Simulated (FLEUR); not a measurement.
# Convergence study of the basis cutoff for Yb (Fm-3m, 1 atom in the cell)

```xyz
1
Lattice="0.0000 2.7537 2.7537 2.7537 0.0000 2.7537 2.7537 2.7537 0.0000" Properties=species:S:1:pos:R:3 pbc="T T T"
Yb     0.0000     0.0000     0.0000
```

Method of the run: FLEUR with PBE, all-electron FLAPW (FLEUR), scalar-relativistic valence.

Base settings: Kmax = 3.8 1/bohr; GmaxXC = 11.4 1/bohr; xcFunctional = pbe; jspins = 1; l_soc = F; mode = hist; fermiSmearingEnergy = 0.00367493 Htr; mesh (inpgen div1-3) = 4 4 4; inpgen gamma flag = true; Gmax = 11.4 1/bohr.

Moved along: Gmax, GmaxXC.

The second cell is the first with its lattice scaled by 0.98.

The mesh stays at the base's, so the ladder's end is converged at best in this setting alone.

Only quantities that move along the ladder and can be compared are tabulated.

The starting cell has typed, rounded lattice constants, without a prior relaxation at this level. Its lattice was rescaled by up to half a per cent. Spin polarisation is off. Values depend on the basis (sphere radii, cutoffs, local orbitals), which need not be converged.

Steps (Kmax): 2.25 1/bohr; 2.4 1/bohr; 2.55 1/bohr; 2.69 1/bohr; 2.82 1/bohr; 2.94 1/bohr; 3.18 1/bohr; 3.4 1/bohr; 3.6 1/bohr; 3.8 1/bohr; 3.99 1/bohr; 4.16 1/bohr; 4.42 1/bohr; 4.65 1/bohr; 5.03 1/bohr.

Task: What is the coarsest Kmax that holds the energy of the compressed cell less the first within 2 meV/atom of the last step, with all finer ones?

Result: 3.6 1/bohr; the step before is off by 4.1 meV/atom.

Task: What is the coarsest Kmax that holds the free energy within 1 meV/atom?

Result: Not settled: the last two steps still differ by 0.66 meV/atom, over half the tolerance, so the ladder does not show it.

```tsv
Kmax	free energy less the last step's (meV/atom)	energy of the compressed cell less the first (meV/atom)
2.25 1/bohr	10449.60	-234.95
2.4 1/bohr	5753.06	615.53
2.55 1/bohr	3420.67	82.83
2.69 1/bohr	1890.71	-32.85
2.82 1/bohr	1110.59	-1.34
2.94 1/bohr	676.05	-50.87
3.18 1/bohr	254.39	-24.30
3.4 1/bohr	107.21	-22.39
3.6 1/bohr	49.94	-26.75
3.8 1/bohr	23.14	-26.85
3.99 1/bohr	11.06	-26.74
4.16 1/bohr	5.24	-26.25
4.42 1/bohr	1.91	-26.49
4.65 1/bohr	0.66	-26.47
5.03 1/bohr	0.00	-26.51
```

The energy difference between the two cells stays within 1 meV/atom of the last step's from 3.6 1/bohr on, the total only from 4.65 1/bohr on: much of the error is common to both cells and cancels.
